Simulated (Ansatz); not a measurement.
A self-consistent single point of TaNi3 (Fmm2, 4 atoms in the cell) with Ansatz (a quantum-chemistry and plane-wave program).

Method: PBEsol, default PAW files made with PBE (plane waves; Ansatz).

The change in words: lattice scaled by 0.98; basis.ecutwfc: 420 eV → 840 eV. Reference geometry:
```xyz
4
Lattice="0.0000 2.5588 3.7157 2.5540 0.0000 3.7157 2.5540 2.5588 0.0000" Properties=species:S:1:pos:R:3 pbc="T T T"
Ta     0.0000     0.0000     0.0500
Ni     2.5540     2.5588     3.7157
Ni     1.2770     1.2794     1.8578
Ni     3.8310     3.8382     5.5735
```

Reference input (self-consistent single point, DFT, PBEsol, plane waves, default PAW files made with PBE): basis.ecutwfc = 420 eV; kpoints.mp_grid.grid = 7 7 7; hamiltonian.xc = pbesol; hamiltonian.pseudopotentials = {kind: paw} (the program's default PAW files); scf.occupations.method = fermi_dirac; scf.occupations.width = 0.1 eV. This run's input differs from it in these lines:

Ansatz 0.2 input:
```diff
@@ -2,5 +2,5 @@
   lattice:
-    - [0.000000, 2.558803, 3.715659]
-    - [2.554029, 0.000000, 3.715659]
-    - [2.554029, 2.558803, 0.000000]
+    - [0.000000, 2.507627, 3.641346]
+    - [2.502948, 0.000000, 3.641346]
+    - [2.502948, 2.507627, 0.000000]
   atoms:
@@ -11,3 +11,3 @@
 basis:
-  ecutwfc: 420.0
+  ecutwfc: 840.0
 kpoints:
```

Log, with long lists cut:

```
SCF iter   1: F=—  HF=-27222.946180 eV  |F-HF|=—  |Δ(HF+E_count)|=         —  Δρ=2.22e-2  dr2=1.29e-1  ethr=1.77e-3  ⟨swp⟩=5.6  Hψ=8656  notcnv=0
all-band conjugate gradients solve this SCF's bands
preconditioner: auto → Kerker (q_TF=auto, 2.908 Å⁻¹)
SCF iter   2: F=—  HF=-27222.930650 eV  |F-HF|=—  |Δ(HF+E_count)|=   1.55e-2  Δρ=5.51e-3  dr2=8.74e-3  ethr=1.93e-4  ⟨swp⟩=3.0  Hψ=4630  notcnv=0  defer=2
   [... lines left out ...]
SCF iter   4: F=—  HF=-27222.929585 eV  |F-HF|=—  |Δ(HF+E_count)|=   1.36e-4  Δρ=2.05e-4  dr2=2.13e-5  ethr=1.27e-6  ⟨swp⟩=2.1  Hψ=3494  notcnv=0  defer=2
SCF iter   5: F=—  HF=-27222.929674 eV  |F-HF|=—  |Δ(HF+E_count)|=   8.94e-5  Δρ=6.58e-5  dr2=2.28e-6  ethr=3.18e-8  ⟨swp⟩=2.0  Hψ=4293  notcnv=0  defer=2
SCF iter   6: F=—  HF=-27222.929674 eV  |F-HF|=—  |Δ(HF+E_count)|=   4.13e-7  Δρ=3.13e-5  dr2=4.80e-7  ethr=3.40e-9  ⟨swp⟩=2.0  Hψ=3680  notcnv=0  defer=2
SCF iter   7: F=-27222.929674 eV  HF=-27222.929674 eV  |F-HF|=8.12e-9  |Δ(HF+E_count)|=   8.61e-8  Δρ=5.51e-6  dr2=1.19e-8  ethr=1.49e-10  ⟨swp⟩=3.3  Hψ=10502  notcnv=0
SCF 1 converged in 7 iterations: F = -27222.929674 eV  dr2 = 1.19e-8
Free energy (F): -27222.929674 eV
Internal energy: -27222.881653 eV  (E = F + TS)
E sigma→0 (E₀):  -27222.905663 eV
Entropy (-TS):   -0.048021 eV (-12.005 meV/atom)
Fermi energy:    20.885119 eV
--- Forces (eV/Å), atoms counted from 1 ---
  atom   1  Ta    -0.00000000     0.00000000    -0.63420835
  atom   2  Ni     0.00000000    -0.00000000     0.03827575
  atom   3  Ni    -0.00000000     0.00000000     0.29797092
  atom   4  Ni     0.00000000    -0.00000000     0.29797092
--- Stress (GPa, compression-positive) ---
       11.369835      -0.000000      -0.000000
       -0.000000      10.793051       0.000000
       -0.000000       0.000000      11.464740
  P = ⅓ Tr σ = 11.2092 GPa (112.092 kbar)
  The stress holds the Pulay correction. Without it, at fixed plane waves, as pw.x and ABINIT print it: P = 11.2047 GPa
```

The run converged in 7 iterations. Against the reference run the free energy rises by 11.3 meV/atom, the pressure goes from -4.43 to 11.21 GPa and the largest force goes from 0.496 to 0.634 eV/Å.

The starting cell comes from a database of computed structures (which also holds hypothetical and non-ambient phases and stackings), without a prior relaxation at this level. Its lattice was rescaled by up to half a per cent. One atom was moved a little off its site on purpose. For this run, on top of that: lattice scaled by 0.98. Spin polarisation is off. Ansatz's pressure includes its estimate of the finite-basis (Pulay) stress.
